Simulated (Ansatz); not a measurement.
For Cd₂SeS (P3m1, No. 156, 4 atoms in the cell; start mp-1226934), PBEsol (Ansatz, a quantum-chemistry and plane-wave program, plane waves, PAW) gives:

| Property | Value |
|---|---|
| lattice constant a | 4.210 Å |
| c axis length | 6.874 Å |
| enthalpy of formation | -0.596 eV/atom |

What does r²SCAN (Ansatz, PAW) give for the same quantities?


- lattice constant a: 4.249 Å (grows by 0.9 %)
- lattice parameter c: 6.930 Å (goes up by 0.8 %)
- formation enthalpy: -0.780 eV/atom (moves by -0.184 eV/atom)

Changes are worked out from the printed values.

Unless a cell is named, each level is at its own relaxed cell (PBEsol 26.37, r²SCAN 27.09 Å³/atom).

Caveats: the relaxation could not lower the start's symmetry, so the cell can be a saddle point above a distorted one (PBEsol, r²SCAN). Ansatz's density-functional and Hartree–Fock values are scalar-relativistic unless marked +SOC, with PAW data made under PBE.

A start named mp-… is a Materials Project structure, which need not be a measured phase.
